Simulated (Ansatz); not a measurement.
**Response to strain in BP**

The reference is BP in the zinc blende structure (space group F-43m, No. 216; a = 4.537 Å). Axes: x, y, z lie along the cube axes.

Strains are applied to the cell and any free atomic positions relax; under biaxial strain the out-of-plane vector relaxes too.

Computed with DFT with r2SCAN, PAW potentials and a 500 eV plane-wave cutoff in Ansatz (a program for electronic structure), no spin-orbit coupling.

Notes on the quantities. in-plane stress: mean in-plane stress (compression positive); energy relative to the base: free energy F.

| variant | in-plane stress | energy relative to the base | out-of-plane strain |
|---|---|---|---|
| base | – | 0 meV/atom | – |
| biaxial strain −3.00 %, plane normal [001], relaxed out of plane | +13.5 GPa | +28 meV/atom | +1.22 % |
| biaxial strain −2.50 %, plane normal [001], relaxed out of plane | +11.1 GPa | +19 meV/atom | +1.02 % |
| biaxial strain −2.00 %, plane normal [001], relaxed out of plane | +8.7 GPa | +12 meV/atom | +0.81 % |
| biaxial strain −1.50 %, plane normal [001], relaxed out of plane | +6.4 GPa | +6.8 meV/atom | +0.61 % |
| biaxial strain −1.00 %, plane normal [001], relaxed out of plane | … | … | … |
| biaxial strain −0.50 %, plane normal [001], relaxed out of plane | +2.1 GPa | +0.7 meV/atom | +0.20 % |

Question: Some entries are withheld; estimate them.

Answer: 
- biaxial strain −1.00 %, plane normal [001], relaxed out of plane, in-plane stress: +4.2 GPa
- biaxial strain −1.00 %, plane normal [001], relaxed out of plane, energy relative to the base: +3.0 meV/atom
- biaxial strain −1.00 %, plane normal [001], relaxed out of plane, out-of-plane strain: +0.41 %

Whether these cells are dynamically stable was not tested.
